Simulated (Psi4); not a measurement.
Psi4 1.11, HF/def2-svp: Nb(O)(F)2(NH2) ([NH2][Nb](=[O])([F])[F]), 7 atoms. The geometry is a generated start, not checked to be a minimum at this level.

```yaml
task: energy
method: scf
basis: def2-svp
memory: 3 GB
maxiter: 100
keys_of_the_molecule_block: symmetry c1
scf_type: df (default)
guess: auto, which took SAD (default)
scf_initial_accelerator: adiis (default)
e_convergence: 1e-06 (default)
d_convergence: 1e-06 (default)
effective_core_potentials: those of the basis set, past Kr
basis_functions: 97
```

```xyz
7

Nb     0.3846     0.6974    -0.1402
O      1.8819     0.0858    -0.6136
F      0.4665     1.6117     1.4392
F     -0.4829     1.5377    -1.5120
N     -0.5458    -0.9791     0.1984
H     -0.1868    -1.9317     0.0968
H     -1.5175    -1.0218     0.5313
```

Charge 0 and multiplicity 1 are set for this test and not shown to be the ground state.

One run each on 2 threads. Values of diis_max_vecs tried: 3, 6, 10 (default), 20.

Problem. Which value of diis_max_vecs needs the fewest SCF iterations, and what happens away from it?

Solution. Fewest SCF iterations, within one of each other: 6 with 12, 10 (default) with 11, 20 with 11. The count rises to 17 at 3. All converge to one solution.

```json
[
 {"diis_max_vecs": "3", "SCF iterations": "17", "end": "same solution"},
 {"diis_max_vecs": "6", "SCF iterations": "12", "end": "same solution"},
 {"diis_max_vecs": "10 (default)", "SCF iterations": "11", "end": "same solution"},
 {"diis_max_vecs": "20", "SCF iterations": "11", "end": "same solution"}
]
```
